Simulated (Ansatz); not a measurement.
The starting structures come from a database of crystals and need not be the phases stable at ambient conditions.

 Where the default PAW files enter, the runs use the earlier of Ansatz's two default sets.

# Evanescent states of Ge₃N₄ (P31c, not sure to be the ambient phase, 28 atoms a cell, 12.4 Å³ an atom) along the normal of (101)

Calculation: PBEsol (plane waves, PAW; Ansatz, a program for electronic structure).

The gap is the functional's own. No spin-orbit coupling. Mid-gap values are interpolated on the energy grid.

Energies count from the valence-band top; κ is the least over a 4×4 mesh across the current.

```
E (eV)  κ (1/Å)  where
------  -------  -----
0.06      0.112  off Γ
0.18      0.168      Γ
0.30      0.188      Γ
0.42      0.200      Γ
0.54      0.207      Γ
0.66      0.211      Γ
0.78      0.212      Γ
0.90      0.212      Γ
1.02      0.210      Γ
1.14      0.207      Γ
1.26      0.201      Γ
1.38      0.194      Γ
1.50      0.185      Γ
1.62      0.174      Γ
1.74      0.160      Γ
1.86      0.142      Γ
1.98      0.118      Γ
2.10      0.085      Γ
```

Question: How thick must the barrier be to attenuate the transmission by 10^4 when the electrodes' Fermi level lies at 1.62 eV, and what attenuation does that film give at 0.78 eV?

Answer: d = 4 ln 10 / (2 × 0.174) = 26.5 Å. At 0.78 eV it gives 4 × 0.212/0.174 = 4.9 decades.
